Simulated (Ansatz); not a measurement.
The reference is GaN in the zinc blende structure (space group F-43m, No. 216; a = 4.498 Å). Axes: x, y, z lie along the cube axes.

Perturbation: tensile biaxial strain of 2.50 % in the plane normal to [001], as in epitaxy on a mismatched substrate; the out-of-plane cell vector and the atoms relax.

Method: PBEsol in Ansatz (plane waves to 420 eV, PAW, without spin-orbit coupling).

**Question.** Give the band edges at the high-symmetry points of the new zone, measured from its valence-band maximum.

**Answer.** 
| point | valence edge (eV) | conduction edge (eV) |
|---|---|---|
| Γ | 0.00 | 1.41 |
| X | -2.67 | 3.19 |
| P | -3.78 | 6.21 |
| N | -0.92 | 4.24 |
| M | -3.09 | 2.87 |
| S | -2.66 | 4.17 |
| S₀ | -2.66 | 4.17 |
| R | -3.76 | 5.60 |
| G | -3.76 | 5.60 |

The gap is 1.41 eV, direct at Γ.

Whether these cells are dynamically stable was not tested. This is not the structure that GaN has at room temperature and ambient pressure. k-point labels follow each cell's own Brillouin zone.

Ansatz is a quantum-chemistry and plane-wave program.
